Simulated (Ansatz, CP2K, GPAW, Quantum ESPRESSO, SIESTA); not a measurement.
# One structure in several programs: KMg6Cd (Amm2, 8 atoms in the cell)

Self-consistent single point.

```xyz
8
Lattice="5.2867 0.0000 0.0000 0.0000 3.3604 5.7428 0.0000 -3.3604 5.7428" Properties=species:S:1:pos:R:3 pbc="T T T"
K      0.0000     0.0000     9.5512
Mg     0.0000    -1.6561     6.6849
Mg     0.0000     1.6561     6.6849
Mg     0.0000     0.0000     3.8676
Mg     2.6434    -1.5786     4.8472
Mg     2.6434     1.5786     4.8472
Mg     2.6434     0.0000     1.9173
Cd     2.6434     0.0000     7.5425
```

All programs got the same cell, k-point mesh and kind of occupations (in Ansatz's words: kpoints.mp_grid.grid = 4 3 3; scf.occupations.method = gaussian; scf.occupations.width = 0.05 eV); potentials, basis and cutoffs are each program's usual ones.

```json
[
 {"code": "GPAW", "model": "PBEsol, GPAW PAW datasets PBEsol (made by gpaw-setup)", "pressure (GPa)": "-0.35", "largest force (eV/Å)": "0.065", "k-points": "12", "cutoff": "850 eV"},
 {"code": "SIESTA", "model": "GGA PBEsol, numerical atomic orbitals DZP, PseudoDojo PBEsol standard norm-conserving potentials (rewritten from UPF to PSML)", "pressure (GPa)": "2.23", "largest force (eV/Å)": "0.163", "k-points": "20", "cutoff": "grid 350 Ry"},
 {"code": "Quantum ESPRESSO", "model": "PBEsol, GBRV 1.5 ultrasoft (PBESOL) pseudopotentials", "pressure (GPa)": "-0.54", "largest force (eV/Å)": "0.065", "k-points": "12", "cutoff": "40 Ry"},
 {"code": "CP2K", "model": "PBEsol, GPW, DZVP-MOLOPT-SR-GTH basis, GTH-PBE potentials (GTH_POTENTIALS)", "pressure (GPa)": "0.67", "largest force (eV/Å)": "0.199", "k-points": "19", "cutoff": "grid 1000 Ry"},
 {"code": "Ansatz", "model": "PBEsol, PAW files made with PBE", "pressure (GPa)": "-0.30", "largest force (eV/Å)": "0.065", "k-points": "12", "cutoff": "420 eV"}
]
```

Size of the force on each atom (eV/Å): Sizes of forces hide their directions.

```csv
code,K1,Mg2,Mg3,Mg4,Mg5,Mg6,Mg7,Cd8
GPAW,0.060,0.042,0.042,0.047,0.065,0.065,0.029,0.003
SIESTA,0.119,0.102,0.102,0.018,0.163,0.163,0.050,0.118
Quantum ESPRESSO,0.061,0.038,0.038,0.047,0.065,0.065,0.028,0.008
CP2K,0.140,0.199,0.199,0.190,0.162,0.162,0.066,0.135
Ansatz,0.061,0.038,0.038,0.047,0.065,0.065,0.029,0.007
```

The spread over the programs that give each value: pressure within 2.77 GPa; largest force within 0.134 eV/Å.

The starting cell comes from a database of computed structures (which also holds hypothetical and non-ambient phases and stackings), without a prior relaxation at this level. Its lattice was rescaled by a random factor within 2.5 % of one.

**Question.** Why do the programs differ, and what cannot be compared?

**Answer.** Differences of this kind can come from the potentials, where these differ, and from what each basis and cutoff leave unconverged. The valence holds different numbers of electrons (GPAW 81, SIESTA 89, Quantum ESPRESSO 81, CP2K 81, Ansatz (a first-principles code) 89). The zero of total energies and Fermi levels follows the potentials and each program's conventions, so they are not compared here. SIESTA and CP2K use small atom-centred bases, whose incompleteness enters pressures, forces and empty levels differently from a plane-wave cutoff. Ansatz's pressure is given at a fixed set of plane waves, as the other plane-wave codes print theirs. The programs reduce the same mesh by symmetry to different extents, which changes the work and not the result. In the pressure, SIESTA (by 2.58) and CP2K (by 1.02) lie more than 1 GPa from the median of the plane-wave programs. In the force vectors, SIESTA (by 0.114) and CP2K (by 0.237) lie more than 0.08 eV/Å from the median of the plane-wave programs.

Left out of this page: ABINIT (failed or unconverged); FLEUR (with a known weakness of the program).

Keys are those of Ansatz 0.2.
